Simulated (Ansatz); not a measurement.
Input:

```
CELL_PARAMETERS angstrom
      0.00000     1.80163     1.80163
      1.80752     0.00000     1.80163
      1.80752     1.80163     0.00000
ATOMIC_POSITIONS crystal
  N  0.75000 0.75000 0.75000
  B  0.00000 0.00000 0.00000
```

No spin polarisation.

A single point on BN with a change (uniaxial stress, 2 GPa tension along x), its geometry relaxed with PBEsol.

All numbers come from plane-wave PAW DFT at the r2SCAN level (Ansatz, a quantum-chemistry and plane-wave program, 500 eV), spin-orbit coupling left out, earlier PAW set. Γ-centred 16×16×16 mesh, Fermi–Dirac width 0.05 eV.

Estimate the band gap.

4.97 eV.

Predict the electron mass.

0.87 mₑ along k, 0.29 mₑ across (at X).

What smallest direct gap does the calculation give?

9.57 eV.

Single points use the geometry relaxed with PBEsol. Load acts through the strain it causes; cell and atoms are relaxed under it. Effective masses come from finite differences of ±0.01 Å⁻¹. Along k means along the line from Γ to the band edge. Beyond what the load breaks, stability against distortions was not tested. The cell was made from BN in the zinc blende structure (space group F-43m, No. 216) by this change: uniaxial stress, 2 GPa tension along x.
